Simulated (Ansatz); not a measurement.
# Worked sum: formation energy of Os_Mo in Mo (bcc, Im-3m)

Subject: the formation energy of Os_Mo in Mo (bcc, Im-3m). Reaction: Os (hcp) + 63 Mo (bcc) → cell A.

A: a supercell of 64 sites of Mo (bcc, Im-3m) with Os on a Mo site (8 Mo at 2.75 Å); spin state with PBE: run without spin.

Method: Ansatz (an electronic-structure program), PAW, neutral cells at 0 K with nuclei at rest, on structures from PBE. Ansatz runs with its default PAW set. Other levels take these structures. The lattices are those relaxed with PBE, so at other levels the solids can be strained, which adds to the spread. Larger cells are relaxed from a start prepared with the learned potential CHGNet, on a coarser mesh till forces fall under 0.03 eV/Å, which some starts already meet. A dispersion term (D3(BJ), or D4 for r2SCAN) was computed beside these levels and is taken off wherever the name lacks it. Spin-orbit coupling is left out. Mesh and cell size may move defect energies by 0.1 eV or more. Cell A has symmetry Im-3m within 0.02 Å and got no random move, so less symmetric positions, which may lie lower, weren't tried.

Total energies of the cells in eV, at zero smearing width. They compare only within one column; the weights balance every element.

```tsv
cell	atoms	weight	r2SCAN	PBE+D3(BJ)
A: Mo:Os_Mo	64	+1	-324355.95355	-323658.73146
Os (hcp)	2	−1/2	-22795.25108	-22770.37700
Mo (bcc)	64	−63/64	-317926.40025	-317230.85081
```

r2SCAN: (-324355.95355) − 1/2 × (-22795.25108) − 63/64 × (-317926.40025) = 0.472 eV.

PBE+D3(BJ): (-323658.73146) − 1/2 × (-22770.37700) − 63/64 × (-317230.85081) = 0.576 eV.

What follows from the r2SCAN value: With the reservoirs of the reaction as written, and without entropy terms or charged states, the share of sites that hold the defect in equilibrium is exp(−0.47 eV/k_BT) = 4.3×10^-3 at 1000 K.
